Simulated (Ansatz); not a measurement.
Abridged Ansatz (an electronic-structure program) output:

```
Relaxation: its limit of steps is 60 (relax.max_steps)
Pseudopotential: Pt, paw, valence charge 18
Pseudopotential: S, paw, valence charge 6
Crystal: 3 atoms, lattice volume = 56.039 Å³
Basis set: ecut = 500 eV, 1459 PW (Γ), exchange–correlation on 108×108×160 points (64 copies of the dense FFT grid, shifted against one another)
Bands: 19, of which v1, the nominal top of the filled ones, is band 15 counted from 1 (14 counted from 0)
Symmetry: 12 space group operations
k-points: 94 of 847
Functional: x = r2scan, c = r2scan + rvv10(b = 11.95, C = 0.0093); τ floored in thin density (d = 2e-4 eV/Å³)
SCF iter   1: F=—  HF=-14345.620469 eV  |F-HF|=—  |Δ(HF+E_count)|=         —  Δρ=8.30e-3  dr2=3.31e-2  dr2_τ=8.38e-2  ethr=1.77e-3  ⟨swp⟩=5.7  Hψ=9145  notcnv=0
SCF iter   2: F=—  HF=-14345.654471 eV  |F-HF|=—  |Δ(HF+E_count)|=   3.40e-2  Δρ=4.92e-3  dr2=5.18e-3  dr2_τ=1.93e-3  ethr=1.10e-4  ⟨swp⟩=2.1  Hψ=3769  notcnv=0
SCF 1 converged in 6 iterations: F = -14345.655317 eV  dr2 = 8.91e-8
relax step   1: F+E_penalty+E_count = -14345.65531676 eV  Δ(F+E_penalty+E_count) = +0.000e0 eV  max|allowed force component| = 3.506e-4 eV/Å  Δτ_max = 0.0000 Å  P = +0.001 GPa  Ω = 56.039 Å³  (6 SCF iters, dr2 threshold 1.00e-7 eV, accepted)
[... steps on the carried basis left out ...]
relax step   8: F+E_penalty+E_count = -14345.64467064 eV  Δ(F+E_penalty+E_count) = -7.821e-4 eV  max|allowed force component| = 7.077e-4 eV/Å  Δτ_max = 0.0000 Å  P = -0.995 GPa  Ω = 59.158 Å³  stress off target by 1.44e-2 GPa  SCF on the basis re-selected at this cell (its energy is not comparable with the rows above)  (6 SCF iters)
SCF converged after 6 iterations
Free energy (F): -14345.644671 eV
Internal energy: -14345.644670 eV  (E = F + TS)
E sigma→0 (E₀):  -14345.644670 eV
Entropy (-TS):   -0.000001 eV (-0.000 meV/atom)
Fermi energy:    9.773512 eV
--- Forces (eV/Å), atoms counted from 1 ---
  atom   1  Pt    -0.00000000     0.00000000     0.00000000
  atom   2  S      0.00000000     0.00000000     0.00070765
  atom   3  S     -0.00000000    -0.00000000    -0.00070765
--- Stress (GPa, compression-positive) ---
       -0.999218       0.000000      -0.000000
        0.000000      -0.999218       0.000000
        0.000000       0.000000      -0.985550
  P = ⅓ Tr σ = -0.9947 GPa (-9.947 kbar)
--- Relaxed structure (7 steps of the walk, 7 accepted, 1 SCFs on fresh bases) ---
  cell:  # Å, volume = 59.1584 Å³
    - [3.5495995428930693, -2.8845566333217782e-11, -4.8032123084071196e-32]
    - [-1.7747997714215533, 3.0740433774214515, 2.649330454647095e-32]
    - [-6.933757035320396e-32, 4.1292845867913035e-33, 5.421596618927268]
  atoms:
    - { symbol: Pt, position: [-1.272277999411493e-34, -5.86910999738618e-36, -1.3177747429038154e-82] }
    - { symbol: S, position: [0.3333333333333333, 0.6666666666666667, 0.22746449760023948] }
    - { symbol: S, position: [0.6666666666666665, 0.3333333333333333, 0.7725355023997603] }
```

What was computed, and what are the main results?

PtS2, 3 atoms in the cell, with r2SCAN+rVV10 (Ansatz; PAW; 500 eV plane waves; spin-orbit coupling left out), from a series relaxed to a target (pressure −1 GPa). The last SCF converged to F = -14345.644671 eV, or -4781.8816 eV per atom, at a pressure of -0.99 GPa. The total energy compares only with runs of the same code, potentials and settings.

Spin-orbit coupling, missing from the scalar runs, can matter with Pt. Load acts through the strain it causes; cell and atoms are relaxed under it. Whether these cells are dynamically stable was not tested. The cell was made from PtS2 in the CdI2 type structure (space group P-3m1, No. 164; layered, stacked along the Cartesian z axis) by this change: pressure −1 GPa.

Keys are those of Ansatz 0.2.
